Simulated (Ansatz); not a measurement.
For NbSi$_{2}$ (P6_222), PBEsol, DFPT electron-phonon coupling, linearised Boltzmann equation (Ansatz, a quantum-chemistry and plane-wave program) gives a transport coupling λ_tr = 0.351 and a Drude plasma energy ħω_p = 3.07 eV along x (a = (4.77, 0.00, 0.00) Å; b = (-2.39, 4.13, 0.00) Å; c = (0.00, 0.00, 6.57) Å).

Problem. Estimate the resistivity at 300 K from the high-temperature formula ρ = 2π λ_tr k_B T / (ħ ε₀ ω_p²), and say how the full Boltzmann solution compares.

Solution. The scattering rate is 1/τ = 2π λ_tr k_B T/ħ = 8.66e13 s⁻¹ and ω_p = 4.66e15 s⁻¹, so ρ ≈ 45.0 μΩ·cm. The Boltzmann solution gives 40.0 μΩ·cm, 0.89 times the estimate; it lies lower because k_BT is not large against the phonon energies and the solution lets the distribution adjust.

A metal at this level (no band gap). Only scattering by harmonic phonons is included (no impurities, grain boundaries, electron-electron scattering or thermal expansion). Spin-orbit coupling is left out. Halving the electron mesh (20x20x12) moves the resistivity by up to 3 % at 300 K, the coupling by up to 2 %. Smearing 0.20 eV; phonons on a 4x4x2 q mesh, which this run doesn't test.
